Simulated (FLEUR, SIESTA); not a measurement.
A SIESTA input for a self-consistent single point of LiMnN2 (I-42d, 8 atoms in the cell) (DFT, GGA PBEsol, numerical atomic orbitals DZP, PseudoDojo PBEsol standard norm-conserving potentials (rewritten from UPF to PSML)):

```
# files in the folder: Li.psml Mn.psml N.psml (PseudoDojo PBEsol standard)
SystemName  LiMnN2
SystemLabel LiMnN2

NumberOfAtoms                8
NumberOfSpecies              3
%block ChemicalSpeciesLabel
  1 3 Li
  2 25 Mn
  3 7 N
%endblock ChemicalSpeciesLabel
LatticeConstant              1.0 Ang
%block LatticeVectors
    -2.280690000    2.280690000    4.196060000
     2.280690000   -2.280690000    4.196060000
     2.280690000    2.280690000   -4.196060000
%endblock LatticeVectors
AtomicCoordinatesFormat      Ang
%block AtomicCoordinatesAndAtomicSpecies
     2.280690000    0.000000000    2.098030000  1
     0.000000000    0.000000000    4.196060000  1
     0.000000000    2.280690000    2.098030000  2
     0.000000000    0.000000000    0.000000000  2
     1.452708302   -1.140345000    5.245075000  3
     1.140345000    0.827981698   -1.049015000  3
     0.827981698    3.421035000    1.049015000  3
     1.140345000    1.452708302    3.147045000  3
%endblock AtomicCoordinatesAndAtomicSpecies

XC.functional                GGA
XC.authors                   PBEsol
PAO.BasisSize                DZP
PAO.EnergyShift              0.005 Ry
PAO.Polarization.NonPerturbative true
MeshCutoff                   350 Ry
%block kgrid.MonkhorstPack
    5   0   0  0.0
    0   5   0  0.0
    0   0   5  0.0
%endblock kgrid.MonkhorstPack
OccupationFunction           MP
OccupationMPOrder            0
ElectronicTemperature        0.2 eV
Spin                         polarized
%block DM.InitSpin
  1 +0.00
  2 +0.00
  3 +4.00
  4 +4.00
  5 +0.00
  6 +0.00
  7 +0.00
  8 +0.00
%endblock DM.InitSpin

MaxSCFIterations             150
SCF.Mixer.Method             Pulay
SCF.Mixer.Weight             0.1
SCF.Mixer.History            6
SCF.DM.Tolerance             1.0E-05
Diag.ParallelOverK           true
WriteForces                  true
Charge.Mulliken              end
```

Q: Write the same calculation as an input for FLEUR.

A: This is the input that was run; spellings and numerical settings could be chosen otherwise.

Input of the input generator:

```
LiMnN2 FLAPW
&input film=f /
-2.2806900000 2.2806900000 4.1960600000
2.2806900000 -2.2806900000 4.1960600000
2.2806900000 2.2806900000 -4.1960600000
1.8897261246
1.0 1.0 1.0

8
3 0.2500000000 0.7500000000 0.5000000000 : 0.00
3 0.5000000000 0.5000000000 -0.0000000000 : 0.00
25 0.7500000000 0.2500000000 0.5000000000 : 4.00
25 0.0000000000 -0.0000000000 -0.0000000000 : 4.00
7 0.3750000000 0.9434800000 0.0684800000 : 0.00
7 0.0565200000 0.1250000000 0.4315200000 : 0.00
7 0.8750000000 0.3065200000 0.9315200000 : 0.00
7 0.6934800000 0.6250000000 0.5684800000 : 0.00

&comp jspins=2 /
&exco xctyp='PBEs' /
&kpt div1=5 div2=5 div3=5 /
&end /
```

```xml
<?xml version="1.0" encoding="UTF-8" standalone="no"?>
<fleurInput fleurInputVersion="0.39">
   <comment>
      LiMnN2 FLAPW                                                                                        
   </comment>
   <calculationSetup>
      <cutoffs Kmax="4.7" Gmax="18.8" GmaxXC="18.8" numbands="0"/>
      <scfLoop itmax="60" minDistance="0.00001" maxIterBroyd="15" imix="Anderson" alpha="0.05" precondParam="0.0" spinf="2.0"/>
      <coreElectrons ctail="T" frcor="F" kcrel="0" coretail_lmax="0"/>
      <xcFunctional name="PBEs" relativisticCorrections="F"/>
      <magnetism jspins="2"/>
      <soc l_soc="F" theta="0.0" phi="0.0" spav="F"/>
      <expertModes spex="0" secvar="F"/>
      <geometryOptimization l_f="T" forcealpha="1.0" forcemix="BFGS" epsdisp="0.00001" epsforce="0.00001"/>
      <ldaU l_linMix="F" mixParam="0.05" spinf="1.0"/>
   </calculationSetup>
   <cell>
      <bzIntegration valenceElectrons="52.0" mode="gauss" fermiSmearingEnergy="0.00734986">
         <kPointListSelection listName="default-1"/>
         <!-- k-points included here -->
         <xi:include xmlns:xi="http://www.w3.org/2001/XInclude" href="kpts.xml"> </xi:include>
      </bzIntegration>
      <!-- symmetry operations included here -->
      <xi:include xmlns:xi="http://www.w3.org/2001/XInclude" href="sym.xml"> </xi:include>
      <bulkLattice scale="1.0">
         <bravaisMatrix>
            <row-1>   -4.3098794751139735     4.3098794751139735     7.9294042023890761</row-1>
            <row-2>    4.3098794751139735    -4.3098794751139735     7.9294042023890761</row-2>
            <row-3>    4.3098794751139735     4.3098794751139735    -7.9294042023890761</row-3>
         </bravaisMatrix>
      </bulkLattice>
   </cell>
   <atomSpecies>
      <species name="Lithium (Li)" element="Li" atomicNumber="3">
         <mtSphere radius="2.63" gridPoints="905" logIncrement="0.011"/>
         <atomicCutoffs lmax="10" lnonsphr="8"/>
         <electronConfig flipSpins="F">
            <coreConfig>(1s1/2)</coreConfig>
            <valenceConfig>(2s1/2)</valenceConfig>
            <stateOccupation state="(2s1/2)" spinUp="0.5" spinDown="0.5"/>
         </electronConfig>
         <energyParameters s="2" p="2" d="3" f="4"/>
      </species>
      <species name="Manganese 4.000" element="Mn" atomicNumber="25">
         <mtSphere radius="1.98" gridPoints="685" logIncrement="0.018"/>
         <atomicCutoffs lmax="8" lnonsphr="6"/>
         <electronConfig flipSpins="F">
            <coreConfig>(1s1/2) (2s1/2) (2p1/2) (2p3/2)</coreConfig>
            <valenceConfig>(3s1/2) (3p1/2) (3p3/2) (4s1/2) (3d3/2) (3d5/2)</valenceConfig>
            <stateOccupation state="(3d3/2)" spinUp="1.5" spinDown="0.5"/>
            <stateOccupation state="(3d5/2)" spinUp="3.0" spinDown="0.0"/>
         </electronConfig>
         <energyParameters s="4" p="4" d="3" f="4"/>
         <lo type="SCLO" l="0" n="3" eDeriv="0"/>
         <lo type="SCLO" l="1" n="3" eDeriv="0"/>
      </species>
      <species name="Nitrogen (N)" element="N" atomicNumber="7">
         <mtSphere radius="1.12" gridPoints="387" logIncrement="0.026"/>
         <atomicCutoffs lmax="6" lnonsphr="4"/>
         <electronConfig flipSpins="F">
            <coreConfig>(1s1/2)</coreConfig>
            <valenceConfig>(2s1/2) (2p1/2) (2p3/2)</valenceConfig>
            <stateOccupation state="(2p1/2)" spinUp="0.5" spinDown="0.5"/>
            <stateOccupation state="(2p3/2)" spinUp="1" spinDown="1"/>
         </electronConfig>
         <energyParameters s="2" p="2" d="3" f="4"/>
      </species>
   </atomSpecies>
   <atomGroups>
      <atomGroup species="Lithium (Li)">
         <relPos label="                   1">1.000/4.000 -1.000/4.000 1.000/2.000</relPos>
         <relPos label="                   2">1.000/2.000 1.000/2.000 .0000000000</relPos>
         <force calculate="T" relaxXYZ="TTT"/>
      </atomGroup>
      <atomGroup species="Manganese 4.000">
         <relPos label="                   3">-1.000/4.000 1.000/4.000 1.000/2.000</relPos>
         <relPos label="                   4">.0000000000 .0000000000 .0000000000</relPos>
         <force calculate="T" relaxXYZ="TTT"/>
      </atomGroup>
      <atomGroup species="Nitrogen (N)">
         <relPos label="                   5">3.000/8.000 -.0565200000 .0684800000</relPos>
         <relPos label="                   6">.0565200000 1.000/8.000 .4315200000</relPos>
         <relPos label="                   7">-1.000/8.000 .3065200000 -.0684800000</relPos>
         <relPos label="                   8">-.3065200000 -3.000/8.000 -.4315200000</relPos>
         <force calculate="T" relaxXYZ="TTT"/>
      </atomGroup>
   </atomGroups>
   <output dos="F" band="F" slice="F">
      <checks vchk="F" cdinf="F"/>
      <bandDOS minEnergy="-.5*Htr" maxEnergy="0.5*Htr" sigma="0.015" storeEVData="T"/>
      <vacuumDOS vacdos="F" integ="F" star="F" nstars="0" locx1="0.0" locy1="0.0" locx2="0.0" locy2="0.0" nstm="0" tworkf="0.0"/>
      <unfoldingBand unfoldBand="F" supercellX="1" supercellY="1" supercellZ="1"/>
      <plotting iplot="0" polar="F">
         <plot TwoD="T" vec1="  1.0  0.0  0.0" vec2="  0.0  1.0  0.0" vec3="  0.0  0.0  1.0" zero="  0.0  0.0  0.0" file="plot"/>
      </plotting>
      <chargeDensitySlicing numkpt="0" minEigenval="0.0" maxEigenval="0.0" nnne="0" pallst="F"/>
      <specialOutput eonly="F"/>
      <magneticCircularDichroism mcd="F" energyLo="-10.0" energyUp="0.0"/>
   </output>
  <!-- We include the file relax.xml here to enable relaxations (see documentation) -->
  <xi:include xmlns:xi="http://www.w3.org/2001/XInclude" href="relax.xml"> <xi:fallback/> </xi:include>
</fleurInput>
```

Basis, cutoffs, solver keys and any potentials are the target program's own. This input uses DFT, PBEsol, all-electron FLAPW (FLEUR), scalar-relativistic valence.

The starting cell comes from a database of computed structures (which also holds hypothetical and non-ambient phases and stackings), without a prior relaxation at this level.
